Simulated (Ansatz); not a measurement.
The starting structures come from a database of crystals and need not be the phases stable at ambient conditions.

 Where the default PAW files enter, the runs use the earlier of Ansatz's two default sets.

Input:

```
CsSnBr3
1.0
    5.83901     0.00000     0.00000
    0.00000     8.25761     0.00000
    0.00000     4.12880     4.25267
Cs Sn Br
1 1 3
Direct
  0.00000   0.00000   0.00000
  0.50000   0.50000   0.00000
  0.50000   0.50000   0.50000
  0.50000   0.00000   0.50000
  0.00000   0.50000   0.00000
```

Space group of this cell: Cmmm. The cell is strained (lengths along the current scaled by 1.03, ions clamped); by PBEsol its mean pressure is -1.3 GPa.

Transport runs along the normal of the first two printed cell vectors.

No gap correction and no spin-orbit coupling; mid-gap values are interpolated between computed energies.

Give the band gap and the smallest decay constant κ at mid-gap that PBEsol (Ansatz, an electronic-structure program) yields.

Gap 0.51 eV on a 6×8×8 mesh; κ = 0.047 1/Å, at (0.500, 0.000) of the in-plane reciprocal vectors. At the zone centre, at the nearest computed energy, the slowest state has κ = 0.14 1/Å.
